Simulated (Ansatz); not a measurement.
```xyz
2
Lattice="3.6459 0.0000 0.0000 0.0000 3.6459 0.0000 1.8230 -1.8230 2.5980" Properties=species:S:1:pos:R:3 pbc="T T T"
Mg     0.0000     0.0000     0.0000
S      1.8230     1.8230     0.0000
```

No spin polarisation.

The values are results of PBEsol/PAW in Ansatz (a program for electronic structure), no spin-orbit coupling, not measurements. k-mesh 11×11×11 (Γ-centred); smearing 0.05 eV (Fermi–Dirac).

Q: What electron mass does the calculation give?

A: 0.53 mₑ along k, 0.29 mₑ across (at X).

Q: Estimate the band gap.

A: 2.71 eV.

The cells carry an imposed strain or load. Masses are band curvatures over ±0.01 Å⁻¹ around the edge. Along k means along the line from Γ to the band edge. No phonon test of stability was made. The cell was made from MgS in the rock salt structure (space group Fm-3m, No. 225) by this change: biaxial strain −0.50 %, plane normal [001], relaxed out of plane.
